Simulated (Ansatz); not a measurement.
Ag (model structure, started from the simple cubic type, Pm-3m, No. 221, 1 atoms in the cell) was calculated with LDA (Ansatz, a program for electronic structure, PAW).

Numerical settings: plane-wave cutoff 520 eV, 20×20×20 k mesh, Fermi–Dirac smearing 0.05 eV, no spin polarisation, scalar-relativistic PAW data made under PBE.

Cell (relaxed at this level):

Ag is modelled in the cubic space group Pm-3m (No. 221), the simple cubic structure, Pearson symbol cP1. Lattice parameters: a = 2.6465 Å, b = 2.6465 Å, c = 2.6465 Å, α = 90.00°, β = 90.00°, γ = 90.00°. Ag on 1a sees 6 Ag at 2.646 Å (octahedral). (Neighbours: up to the widest gap in distance over summed covalent radii, below 1.35, at either atom.)

Task: What does this level give for the bulk modulus?

Result: 
bulk modulus: 105 GPa

The run finds no gap.

Note: the bulk modulus is −V dP/dV from two relaxed cells at ±2 % in volume; the relaxation could raise the start's symmetry but not lower it, so the cell can be a saddle point.

Static lattice: no zero-point or thermal effects.

A model structure was made by putting elements into a prototype or built by hand; it is no filed structure, need not be a known phase, and can be a saddle point held by its symmetry.
